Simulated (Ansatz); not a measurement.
Worked example: relaxation of cell and atoms of InBi (P4/nmm, 4 atoms in the cell) in Ansatz (an electronic-structure program).

Method of the run: LDA (PW92), default PAW files made with PBE (plane waves; Ansatz).

The change in words: atoms on their sites; basis.ecutwfc: 30.9 Ry → 15.4 Ry; relax: default → cell and atoms. Reference geometry:
```
InBi
1.0
    4.92555     0.00000     0.00000
    0.00000     4.92555     0.00000
    0.00000     0.00000     5.23795
In Bi
2 2
Direct
  0.50000   0.50000   0.00000
  0.00000   0.00000   0.00000
  0.50000   0.00000   0.36956
  0.00000   0.50000   0.63999
```

Reference input (self-consistent single point, DFT, LDA (PW92), plane waves, default PAW files made with PBE): basis.ecutwfc = 30.9 Ry; kpoints.mp_grid.grid = 5 5 4; hamiltonian.xc = lda; hamiltonian.pseudopotentials = {kind: paw} (the program's default PAW files); scf.occupations.method = gaussian; scf.occupations.width = 0.0073 Ry. This run's input differs from it in these lines:

Ansatz 0.2 input:
```diff
@@ -8,6 +8,6 @@
     - { symbol: In, position: [0.000000, 0.000000, 0.000000] }
-    - { symbol: Bi, position: [0.500000, 0.000000, 0.369556] }
+    - { symbol: Bi, position: [0.500000, 0.000000, 0.360010] }
     - { symbol: Bi, position: [0.000000, 0.500000, 0.639990] }
 basis:
-  ecutwfc: 30.9 Ry
+  ecutwfc: 15.4 Ry
 kpoints:
@@ -23,2 +23,4 @@
     width: 0.0073 Ry
+relax:
+  cell: {}
 output:
```

The program printed (abridged):

```
   [... SCF lines of the steps left out ...]
relax step   1: F+E_penalty+E_count = -35062.91094937 eV  Δ(F+E_penalty+E_count) = +0.000e0 eV  max|allowed force component| = 6.500e-1 eV/Å  Δτ_max = 0.0000 Å  P = -1.554 GPa  Ω = 127.078 Å³  (8 SCF iters, dr2 threshold 1.00e-7 eV, accepted)
relax step   2: F+E_penalty+E_count = -35071.00159905 eV  Δ(F+E_penalty+E_count) = -8.091e0 eV  max|allowed force component| = 1.579e-1 eV/Å  Δτ_max = 0.1977 Å  P = +53.538 GPa  Ω = 118.517 Å³  energy of the carried Pulay correction = +9.353e0 eV  [...]
   [... lines left out ...]
relax step 120: F+E_penalty+E_count = -35063.62551509 eV  Δ(F+E_penalty+E_count) = -6.559e-3 eV  max|allowed force component| = 1.386e-4 eV/Å  Δτ_max = 0.0008 Å  P = -0.015 GPa  Ω = 113.660 Å³  energy of the carried Pulay correction = +2.702e-1 eV  [...]
relax step 121: F+E_penalty+E_count = -35063.31792336 eV  Δ(F+E_penalty+E_count) = +3.076e-1 eV  max|allowed force component| = 9.755e-3 eV/Å  Δτ_max = 0.0000 Å  P = -0.884 GPa  Ω = 113.660 Å³  stress off target by 1.83e0 GPa  SCF on the basis [...]
basis re-selected at this cell: Δ(F+E_penalty+E_count) = +3.076e-1 eV, ΔP = -0.869 GPa vs the last step
   [... lines left out ...]
Free energy (F): -35063.317923 eV
Fermi energy:    10.956143 eV
Error: variable-cell relaxation did not converge after 121 `relax_step` rows, as none of its last 32 fresh-basis SCF(s) at a relaxed cell met both thresholds with a finite energy. The last misses `relax.cell.stress_tol`: largest allowed force component 9.76e-3 eV/Å (`relax.f_tol` 1.00e-2 eV/Å), stress off the target on the free part of the cell 1.83e0 GPa (`relax.cell.stress_tol` 5.00e-2 GPa), F+E_penalty+E_count -35063.31792336 eV. The closest is row 39, whose structure comes with this error. Larger ratio of force or stress to its threshold at each such SCF whose figures are numbers: 76.869, 67.488, 67.404, 60.450, 61.264, 63.390, 59.176, 55.875, 49.395, 29.417, 38.050, 44.529, [...]
   [... lines left out ...]
to start a new deck from the relaxed geometry:
  cell:  # Å, volume = 120.4796 Å³
    - [4.846976589904386, 2.1964166165272917e-34, 0.0]
    - [1.2529893449987904e-34, 4.846976589904386, 0.0]
    - [0.0, 0.0, 5.128281281217688]
  atoms:
    - { symbol: In, position: [0.5, 0.5, -5.174747723130654e-21] }
    - { symbol: In, position: [1.1455310763031191e-35, 1.2362189531771158e-36, -5.174747723133155e-21] }
    - { symbol: Bi, position: [0.5, -2.4103883063878157e-36, 0.4098198333725775] }
    - { symbol: Bi, position: [-1.5426485160882004e-35, 0.5, 0.5901801666274225] }
```

The relaxation ended unconverged. 

The starting cell comes from a database of computed structures (which also holds hypothetical and non-ambient phases and stackings), without a prior relaxation at this level. Its lattice was rescaled by up to half a per cent. The cutoff lies below the one recommended for these files.

Cost on one core of a shared machine: roughly 2 min.
